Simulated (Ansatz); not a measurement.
Base system: ZnS in the wurtzite structure (space group P6_3mc, No. 186).

```
ZnS
1.0
    3.80703     0.00000     0.00000
   -1.90352     3.29699     0.00000
    0.00000     0.00000     6.24624
Zn S
2 2
Cartesian
  1.90352   1.09900   6.24467
  0.00000   2.19799   3.12155
  1.90352   1.09900   3.90671
  0.00000   2.19799   0.78360
```

Cartesian axes are those of the cell as printed.

The values are results of plane-wave PAW DFT at the r2SCAN level (Ansatz, an electronic-structure program, 500 eV), scalar-relativistic without spin-orbit coupling, earlier PAW set, not measurements.

Strains are applied to the cell and any free atomic positions relax; under biaxial strain the out-of-plane vector relaxes too.

One change was made to it. Results:

| quantity | base | after |
|---|---|---|
| valence-band top at Γ (three highest levels, from the VBM) | 0.00, 0.00, -0.08 eV | 0.00, 0.00, -0.03 eV |
| shortest interatomic distance | 2.334 Å | 2.324 Å |
| band gap | 2.77 eV | 2.86 eV |
| electron mass | 0.18 mₑ along c, 0.21 mₑ across (at Γ) | 0.18 mₑ along z, 0.21 mₑ across (at Γ) |

Task: Which of these changes matches the shifts?
A. uniaxial strain ε_zz = +3.93 %
B. biaxial strain +0.59 %, plane normal [001], relaxed out of plane
C. uniaxial strain ε_zz = −1.08 %
D. isotropic strain −1.69 %

Result: C, uniaxial strain ε_zz = −1.08 %. For comparison, the band gap in the other runs: isotropic strain −1.69 % gives 3.02 eV; uniaxial strain ε_zz = +3.93 % gives 2.45 eV; biaxial strain +0.59 %, plane normal [001], relaxed out of plane gives 2.76 eV.

Effective masses come from finite differences of ±0.01 Å⁻¹. No phonon test of stability was made.
